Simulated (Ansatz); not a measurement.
Antifluorite Be2C

Computed with LDA in Ansatz (plane waves, PAW).

Settings: plane-wave cutoff 520 eV, 12×12×12 k mesh, perturbation theory, force constants from a 4×4×4 q mesh, scalar-relativistic PAW data made under PBE.

Cell: relaxed at this level.

```json
{
 "electronic dielectric constant ε∞": "6.84",
 "static_dielectric_constant": "14.0",
 "zero_point_energy": "0.119 eV/atom"
}
```

The result took about 2.3 core-minutes (a rough figure).

Ansatz is an electronic-structure program.
